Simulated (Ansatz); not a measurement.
Base system: InP in the zinc blende structure (space group F-43m, No. 216; a = 5.8784 Å).

Computed with PBEsol (Ansatz, an electronic-structure program, PAW, spin-orbit coupling left out).

Base values:

The width of the top valence band is 2.92 eV. The gap character is direct at Γ.

Perturbation: the cell is scaled by 1.0200 in all directions, atoms relaxed at fixed cell.

Task: What does the calculation give for the mean gap deformation potential ΔEg/Δln V after the change?

Result: The mean gap deformation potential ΔEg/Δln V comes out as -5.4 eV.

Task: Predict the new width of the top valence band.

Result: The width of the top valence band shrinks by 0.256 eV (2.92 eV → 2.67 eV).

Task: What does the calculation give for the gap character after the change?

Result: The gap character stays direct at Γ.

The cells carry an imposed strain or load. No phonon test of stability was made.
